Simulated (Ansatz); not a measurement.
Consider BaTiO$_{3}$ in the cubic perovskite structure (space group Pm-3m, No. 221; a = 4.019 Å).

Method: PBE (Ansatz, a first-principles code), spin-orbit coupling left out.

Base values:

```
Quantity                Value
-------------------  --------
Smallest direct gap   1.90 eV
Pressure             0.00 GPa
```

The change: an isotropic linear strain of −0.60 %; the atoms relax in the strained cell.

Question: Estimate the effect on the energy relative to the base, smallest direct gap and pressure.

Answer: The energy grows by 2.1 meV/atom; the smallest direct gap rises by 0.02 eV (1.90 eV → 1.92 eV); the pressure goes from zero to 3.07 GPa.

No phonon test of stability was made. The final runs are not spin-polarised. Many cubic perovskites are stable only at high temperature; tilts and polar distortions were not tested. This is not the structure that BaTiO3 has at room temperature and ambient pressure.
